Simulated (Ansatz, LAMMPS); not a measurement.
Si well of 12 atomic layers along [001] in random Si0.8Ge0.2, 5 % Ge through the well. Cell 16.58 × 16.58 × 49.51 Å, Si553Ge95, 648 atoms. Prepared with Tersoff's 1989 multicomponent potential (SiCGe.tersoff) run with LAMMPS: minimisation. 

Basis: localised support functions (accuracy medium) on a full density matrix. k-points: zone centre alone; occupations: Fermi-Dirac, 0.010 eV; spin polarisation not allowed. No spin-orbit coupling.

Q: Give the gap and bonding at the level PBE, support functions at accuracy medium on the grid of 370 eV in Ansatz (a program for electronic structure).

A: 
- Kohn-Sham gap of the cell on its k-mesh: 0.50 eV
- weight of the highest filled level on the well: 0.30
- weight of the lowest empty level on the well: 0.84
- coordination (neighbours within 2.849 Å): 100.0 % 4-fold
- Ge-Ge bonds, mean ± spread: 2.467 ± 0.006 Å
- Ge-Si bonds, mean ± spread: 2.421 ± 0.006 Å
- Si-Si bonds, mean ± spread: 2.377 ± 0.006 Å
- bond angles, mean ± spread: 109.5° ± 0.9°
- pressure: -0.60 GPa
